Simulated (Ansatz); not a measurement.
# KTaO3: energy against strain

KTaO3 (cubic perovskite, Pm-3m, 12.345 Å³/atom at rest) under an equal strain ε in the (001) plane with the normal axis free, as in a coherent film. LDA in Ansatz, a plane-wave DFT program (PAW, default set), 420 eV, 8×8×8 Γ-centred mesh, Fermi-Dirac smearing 0.05 eV; ions are relaxed within the symmetry of each cell.

Here s stands for strain and y for E less E0.

```
strain (%)  E less E0 (meV/atom)
----------  --------------------
-3.00                          ?
-1.20                       6.32
-0.60                       1.56
0.00                        0.00
0.60                        1.55
1.20                        5.85
```

Fit y of the 5 rows that show it with a parabola. Least squares gives y = 0.023 - 0.1583·s + 4.2123·s². Residuals (row less fit): 0.041, -0.074, -0.023, 0.106, -0.049; standard error 0.103 (degrees of freedom: 2). Twice the quadratic coefficient over the volume, 2 × 4.2123 meV × 10⁴ × 0.1602 / 12.345 Å³, is twice the biaxial elastic modulus of this plane = 1093 ± 20 GPa.

Problem. What does the fit predict for y at s = -3.00, and how far is the calculated value from it?

Solution. y = 0.023 - 0.1583 × (-3.0) + 4.2123 × (-3.0)² = 38.409 meV/atom. The calculation gives 41.98 meV/atom, 3.571 meV/atom above the prediction (8.5 % of the range of y in the table). The row lies outside the fitted rows, so this is an extrapolation. From the scatter of the fitted rows alone, a prediction at this place has a standard error of 0.665 meV/atom, so the miss is 5.4 times that.

One order more, fitted to all 11 runs of the series, follows each within 0.04, so the miss is the next term of a smooth law. The primitive cell can neither tilt nor turn polar against its symmetry, as such crystals can under strain. Rows are the converged runs of the series near zero and its far end; series whose fitted rows scatter by over a few per cent of the range, as at a crossing or softening among them, aren't shown in this form. Most that stay on the fit to the last digits aren't either.
